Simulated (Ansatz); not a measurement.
Take KF in the rock salt structure (space group Fm-3m, No. 225; a = 5.421 Å) as the base.

Computed with PBE (Ansatz, a program for electronic structure; PAW; 420 eV plane waves; scalar-relativistic without spin-orbit coupling).

Strains are applied to the cell and any free atomic positions relax.

One change was made to it. Results:

The electron mass goes from 0.55 mₑ (at Γ) to 0.54 mₑ (at Γ); the energy goes up by 16 meV/atom; the pressure goes from zero to 3.30 GPa.

Problem. Which change produced these results?
(A) isotropic strain −2.50 %
(B) isotropic strain −3.00 %
(C) isotropic strain +2.00 %
(D) isotropic strain +1.50 %
(E) isotropic strain −1.00 %

Solution. B, isotropic strain −3.00 %. For comparison, the energy relative to the base in the other runs: isotropic strain −1.00 % gives +1.7 meV/atom; isotropic strain +1.50 % gives +3.4 meV/atom; isotropic strain −2.50 % gives +11 meV/atom; isotropic strain +2.00 % gives +6.0 meV/atom.

The levels and masses belong to the bands next to the band gap. Effective masses come from finite differences of ±0.01 Å⁻¹. Stability against distortions was not tested.
